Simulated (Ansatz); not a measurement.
TaTlO3 (Pm-3m, No. 221, 5 atoms in the cell; start mp-861873), treated with PBE0 (plane waves, PAW; Ansatz, a program for electronic structure).

Settings: plane-wave cutoff 460 eV, 6×6×6 k mesh, Fermi–Dirac smearing 0.01 eV, scalar-relativistic PAW data made under PBE.

Cell (relaxed with PBEsol):

Space group Pm-3m (No. 221); a = b = c = 4.034 Å, α = β = γ = 90.00°

```
atom  site  symmetry       x       y       z
----  ----  --------  ------  ------  ------
Ta      1b      m-3m  0.5000  0.5000  0.5000
Tl      1a      m-3m  0.0000  0.0000  0.0000
O       3c    4/mm.m  0.0000  0.5000  0.5000
```

What does this level give for the band gap and Γ–Γ gap?


band gap: 2.15 eV
Γ–Γ gap: 5.23 eV

Note: cell and atoms aren't relaxed at this level (pressure 1.0 GPa).

Spin–orbit coupling is not included; with these elements it can move the gap by several tenths of an eV or more.

Computed values are for the static lattice.

It cost very roughly 5 core-minutes of CPU time.

A start named mp-… is a Materials Project structure, which need not be a measured phase.
